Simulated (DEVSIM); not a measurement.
## illuminated Si p-on-n cell, one wavelength, with a back-surface field

Device: illuminated Si p-on-n cell, one wavelength, with a back-surface field, at 300 K.

```csv
layer (left to right),material,thickness (μm),Nd (cm⁻³),Na (cm⁻³),τn (s),τp (s),absorption coefficient (cm⁻¹)
1,Si,0.130,-,6.9e18,8e-7,3.2e-7,1900
2,Si,53.0,3.4e15,-,3.2e-5,3.2e-5,1900
3,Si,0.100,1.6e18,-,3.2e-5,3.2e-5,1900
```

Left contact: ohmic, minority electron recombination velocity 30000 cm/s. Right contact: ohmic, minority hole recombination velocity 600 cm/s. Voltage is applied to the left contact. Recombination: SRH at mid-gap, radiative, Auger. Gap narrowing is on: ΔEg = 6.92 meV × (l + √(l² + 0.5)), l = ln(N/1.3e17 cm⁻³), shared equally by both band edges. Light enters at the left, 2.4e18 photons cm⁻² s⁻¹, one pass, no reflection. Mobility is constant in doping.

Constants are typed, rounded textbook-type inputs, not results; the design itself was drawn at random and stands for no fabricated device. Values at 300 K.

| parameter | Si |
|---|---|
| gap (eV) | 1.124 |
| affinity (eV) | 4.05 |
| permittivity | 11.7 |
| Nc (cm⁻³) | 2.86e19 |
| Nv (cm⁻³) | 3.1e19 |
| μn (cm²/Vs) | 1417 |
| μp (cm²/Vs) | 470 |
| B (cm³/s) | 4.7e-15 |
| Cn (cm⁶/s) | 2.8e-31 |
| Cp (cm⁶/s) | 9.9e-32 |

Simulated with DEVSIM: 1D drift-diffusion, Boltzmann statistics, complete ionisation; no tunnelling, impact ionisation, image-force lowering or self-heating.

| Item | Result |
|---|---|
| Potential step across the device at zero bias | 0.965 V |
| Dark forward voltage at 1 A/cm² | 0.720 V |
| Dark forward voltage at 100 A/cm² | 0.856 V |
| Short-circuit current | 382 mA/cm² |
| Open-circuit voltage | 0.691 V |
| Fill factor | 0.83 |
| Largest power | 219 mW/cm² |
| Share of generated pairs collected at short circuit | 0.994 |

Dark forward current:

(V (V), J (A/cm²)): (0.05, 2.5e-10); (0.10, 9.3e-10); (0.15, 3.1e-9); (0.20, 1.1e-8); (0.25, 4.6e-8); (0.30, 2.4e-7); (0.35, 1.4e-6); (0.40, 8.9e-6); (0.45, 6.0e-5); (0.50, 0.00041); (0.55, 0.0028); (0.60, 0.017); (0.65, 0.094); (0.70, 0.50); (0.75, 2.8); (0.80, 16); (0.85, 83); (0.90, 360); (0.95, 1200); (1.00, 3200)

Current under light (generator sign):

| V (V) | J (mA/cm²) |
|---|---|
| 0.00 | 382 |
| 0.10 | 382 |
| 0.20 | 382 |
| 0.32 | 382 |
| 0.42 | 382 |
| 0.54 | 380 |
| 0.56 | 378 |
| 0.58 | 374 |
| 0.60 | 364 |
| 0.62 | 346 |
| 0.64 | 312 |
| 0.66 | 247 |
| 0.68 | 121 |
| 0.70 | -128 |
